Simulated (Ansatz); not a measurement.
```xyz
10
Lattice="0.0000 5.4884 5.4884 5.4884 0.0000 5.4884 5.4884 5.4884 0.0000" Properties=species:S:1:pos:R:3 pbc="T T T"
Cs     8.2325     8.2325     8.2325
Cs     2.7442     2.7442     2.7442
Tl     5.4884     5.4884     5.4884
In     0.0000     0.0000     0.0000
Cl     2.5177     5.4884     5.4884
Cl     8.4591     5.4884     5.4884
Cl     5.4884     2.5177     5.4884
Cl     5.4884     8.4591     5.4884
Cl     5.4884     5.4884     2.5177
Cl     5.4884     5.4884     8.4591
```

The cell is a database entry relaxed within its symmetry; it need not be the phase found at ambient conditions. Dynamical quadrupoles are not included in the interpolation of the phonons between the solved wave vectors. Spin-orbit coupling is not included.

Is this relaxed cell dynamically stable according to harmonic phonons (finite displacements on a 2×2×2 mesh, PBEsol in Ansatz, an electronic-structure program, k mesh 4×4×4)? If not, where is the strongest instability?

No. The softest mode is 39i cm⁻¹ at q = (0.000, 0.000, 0.000) in fractions of the reciprocal vectors of this cell, and 8 of the 8 wave vectors of the mesh carry a mode beyond 15i cm⁻¹.

The PAW data sets were generated under PBE and serve the other functionals too.
